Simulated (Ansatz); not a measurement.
System: C11b MoSi2. Method: revPBE (Ansatz, a quantum-chemistry and plane-wave program, PAW).

Run with plane-wave cutoff 520 eV, 28×28×28 k mesh, Fermi–Dirac smearing 0.037 eV (set by the program), no spin polarisation, scalar-relativistic PAW data made under PBE.

Cell (relaxed at this level):

```cif
data_Mo2Si4
_chemical_formula_sum 'Si4 Mo2'
_space_group_name_H-M_alt 'I4/mmm'
_space_group_IT_number 139
_space_group_name_Hall '-I 4 2'
_cell_length_a 3.22716
_cell_length_b 3.22716
_cell_length_c 7.89570
_cell_angle_alpha 90.000
_cell_angle_beta 90.000
_cell_angle_gamma 90.000
loop_
_atom_site_label
_atom_site_type_symbol
_atom_site_symmetry_multiplicity
_atom_site_Wyckoff_symbol
_atom_site_fract_x
_atom_site_fract_y
_atom_site_fract_z
_atom_site_occupancy
Si1 Si 4 e 0.00000 0.00000 0.33510 1
Mo1 Mo 2 a 0.00000 0.00000 0.00000 1
```
(The calculation used a cell of 3 atoms; values per cell refer to that cell.)

Task: What does this level give for the elastic constant C11, elastic constant C12, Voigt–Reuss–Hill bulk modulus, Poisson ratio, elastic constant C13, elastic constant C33, elastic constant C44 and elastic constant C66?

Result: 
elastic constant C11: 385 GPa
elastic constant C12: 106 GPa
Voigt–Reuss–Hill bulk modulus: 200 GPa
Poisson ratio: 0.158
elastic constant C13: 85.2 GPa
elastic constant C33: 481 GPa
elastic constant C44: 191 GPa
elastic constant C66: 185 GPa

Measured, for comparison: elastic constant C11 417 GPa, elastic constant C12 104 GPa, elastic constant C13 83.8 GPa, elastic constant C33 514 GPa, elastic constant C44 204 GPa, elastic constant C66 194 GPa (temperature not stated, not corrected to a static lattice; as tabulated in Friák et al. (2018), doi:10.3390/nano8121057). Computed (rounded) less measured: elastic constant C11 -8 %, elastic constant C12 +2 %, elastic constant C13 +2 %, elastic constant C33 -6 %, elastic constant C44 -6 %, elastic constant C66 -5 %. A static lattice is as a rule a little smaller and stiffer than an uncorrected measurement, which narrows the difference in the elastic constant C12, elastic constant C13 and would widen misses of the other sign.

Elastic constants are with the ions relaxed.

Static lattice: no zero-point or thermal effects.
